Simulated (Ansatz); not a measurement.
Results of PBEsol (plane waves, PAW; Ansatz, a first-principles code) for SiGe (P6₃mc, No. 186, 4 atoms in the cell; start mp-978534).

Numerical settings: plane-wave cutoff 520 eV, 12×12×6 k mesh (along the axes of the cell as run), Fermi–Dirac smearing 0.01 eV, scalar-relativistic PAW data made under PBE.

Cell (relaxed with PBEsol):

```
GeSi
1.0
    3.90059     0.00000     0.00000
   -1.95030     3.37801     0.00000
    0.00000     0.00000     6.44335
Si Ge
2 2
Direct
  0.66667   0.33333   0.87455
  0.33333   0.66667   0.37455
  0.66667   0.33333   0.50045
  0.33333   0.66667   0.00045
```

Problem. What does this level give for the band gap and smallest direct gap on the k points sampled?

Solution. 
* **band gap**: 0.35 eV (indirect)
* **smallest direct gap on the k points sampled**: 0.40 eV

Spin–orbit coupling is not included.

Static lattice: no zero-point or thermal effects.

Cost on a shared machine: very roughly 40 core-seconds.

A start named mp-… is a Materials Project structure, which need not be a measured phase.
